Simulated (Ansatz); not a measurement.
## Predicting one run from its neighbours: the energy against the cutoff, HfC (I4mm, 2 atoms in the cell)

```xyz
2
Lattice="0.0000 2.3316 2.3316 2.3316 0.0000 2.3316 2.3316 2.3316 0.0000" Properties=species:S:1:pos:R:3 pbc="T T T"
Hf     0.0000     0.0000     0.0500
C      2.3316     2.3316     2.3316
```

Method: LDA (PW92), default PAW files made with PBE (plane waves; Ansatz, a quantum-chemistry and plane-wave program).

Base settings: basis.ecutwfc = 420 eV; kpoints.mp_grid.grid = 12 12 12; hamiltonian.xc = lda; hamiltonian.pseudopotentials = {kind: paw} (the program's default PAW files); scf.occupations.method = fermi_dirac; scf.occupations.width = 0.1 eV.

The last step of the ladder, which sets the zero, is basis.ecutwfc = 1010 eV.

The starting cell has typed, rounded lattice constants, without a prior relaxation at this level. Its lattice was rescaled by up to half a per cent. One atom was moved a little off its site on purpose.

An empirical form for the window shown: the miss falls exponentially with the largest wave vector, which goes as √cutoff: ln(ΔF) = a + b·√cutoff.

| basis.ecutwfc | √cutoff (√eV) | F less the last step's (meV/atom) | ln of it |
|---|---|---|---|
| 230 eV | 15.166 | 1437.19 | 7.270 |
| 250 eV | 15.811 | ? | ? |
| 295 eV | 17.176 | 152.47 | 5.027 |
| 335 eV | 18.303 | 42.03 | 3.738 |
| 380 eV | 19.494 | 9.60 | 2.262 |

**Question.** Fit the line to the 4 rows given and predict the withheld one.

**Answer.** Means: x̄ = 17.535, ȳ = 4.5743. Σ(x − x̄)(y − ȳ) = -11.72 and Σ(x − x̄)² = 10.17, so b = -1.153 and a = ȳ − b·x̄ = 24.792; ΔF halves for each 0.60 in √cutoff. The largest residual of the fitted rows is 0.053. At x = 15.811 the line gives 6.562, that is 708 meV/atom. The run gave 751.24 meV/atom, a miss of 43.24 meV/atom (6 %). The table is a window of a longer ladder. The rows were chosen because the form fits them, the withheld one included, so this shows the method and is no test of the form.

Left out of this page: 10 runs of the series outside the window shown, repeating another row's setting, or not comparable.

Keys are those of Ansatz 0.2.
